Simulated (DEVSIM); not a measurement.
**Si p-n junction from an implanted or diffused profile**

Device: Si p-n junction from an implanted or diffused profile, at 300 K.

| layer (left to right) | material | thickness (μm) | Nd (cm⁻³) | τn (s) | τp (s) |
|---|---|---|---|---|---|
| 1 | Si | 63.0 | 1.8e16 | 0.00012 | 0.00012 |

Added acceptor profile: 3.4e18 cm⁻³ × exp(−(x − 0.034 μm)²/(2·(0.028 μm)²)). Left contact: ohmic. Right contact: ohmic. Voltage is applied to the left contact. Recombination: SRH at mid-gap. Gap narrowing is on: ΔEg = 6.92 meV × (l + √(l² + 0.5)), l = ln(N/1.3e17 cm⁻³), shared equally by both band edges. Mobility is constant in doping.

This is a model device: material constants are rounded textbook-type values typed into the input, and sizes, dopings and lifetimes were drawn at random. Values at 300 K.

```
parameter           Si
-------------  -------
gap (eV)         1.124
affinity (eV)     4.05
permittivity      11.7
Nc (cm⁻³)      2.86e19
Nv (cm⁻³)       3.1e19
μn (cm²/Vs)       1417
μp (cm²/Vs)        470
```

Model (solved in DEVSIM): 1D drift-diffusion, Boltzmann statistics, complete ionisation; no tunnelling, impact ionisation, image-force lowering or self-heating.

The potential step across the device at zero bias is 0.839 V and the dark forward voltage at 1 A/cm² is 0.586 V. The dark forward voltage at 100 A/cm² is 0.830 V.

Small-signal capacitance in reverse bias (quasi-static):

| V (V) | C (nF/cm²) |
|---|---|
| -0.4 | 34.8 |
| -1 | 28.3 |
| -2 | 22.7 |
| -3 | 19.5 |
| -4 | 17.4 |
| -6 | 14.6 |
| -8 | 12.9 |
| -10 | 11.6 |

Dark forward current:

```json
[
 {"V (V)": "0.05", "J (A/cm²)": "9.8e-10"},
 {"V (V)": "0.10", "J (A/cm²)": "7.7e-9"},
 {"V (V)": "0.15", "J (A/cm²)": "5.3e-8"},
 {"V (V)": "0.20", "J (A/cm²)": "3.7e-7"},
 {"V (V)": "0.30", "J (A/cm²)": "1.8e-5"},
 {"V (V)": "0.35", "J (A/cm²)": "0.00012"},
 {"V (V)": "0.40", "J (A/cm²)": "0.00084"},
 {"V (V)": "0.45", "J (A/cm²)": "0.0058"},
 {"V (V)": "0.50", "J (A/cm²)": "0.040"},
 {"V (V)": "0.55", "J (A/cm²)": "0.27"},
 {"V (V)": "0.60", "J (A/cm²)": "1.7"},
 {"V (V)": "0.70", "J (A/cm²)": "24"},
 {"V (V)": "0.75", "J (A/cm²)": "48"},
 {"V (V)": "0.80", "J (A/cm²)": "79"},
 {"V (V)": "0.85", "J (A/cm²)": "120"},
 {"V (V)": "0.90", "J (A/cm²)": "160"},
 {"V (V)": "0.95", "J (A/cm²)": "210"},
 {"V (V)": "1.05", "J (A/cm²)": "320"},
 {"V (V)": "1.10", "J (A/cm²)": "390"},
 {"V (V)": "1.15", "J (A/cm²)": "460"},
 {"V (V)": "1.20", "J (A/cm²)": "540"},
 {"V (V)": "1.25", "J (A/cm²)": "630"},
 {"V (V)": "1.30", "J (A/cm²)": "720"},
 {"V (V)": "1.35", "J (A/cm²)": "810"},
 {"V (V)": "1.45", "J (A/cm²)": "1000"},
 {"V (V)": "1.50", "J (A/cm²)": "1100"},
 {"V (V)": "1.55", "J (A/cm²)": "1300"},
 {"V (V)": "1.60", "J (A/cm²)": "1400"}
]
```
